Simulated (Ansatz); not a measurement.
A constructed model of the (111) surface of fcc Au, a pseudomorphic layer of Ti in the host's stacking (bottom of the slab: a bare face, its two planes held)

Method: PBE (plane waves to 420 eV, PAW; Ansatz, a first-principles code).

Slab: 7 atoms, 14.6 Å thick at the start; k 15x15x1, smearing 0.1 eV, dipole-corrected; 2 atoms held, the rest relaxed; symmetry of the start imposed; no spin, no spin-orbit, no U. It is one candidate, not shown to be the stable structure of the face.

The work function of the top face is 4.25 eV and the energy released by relaxation is 0.22 eV. The cost comes out as about 2.3 core-minutes (a rough figure).
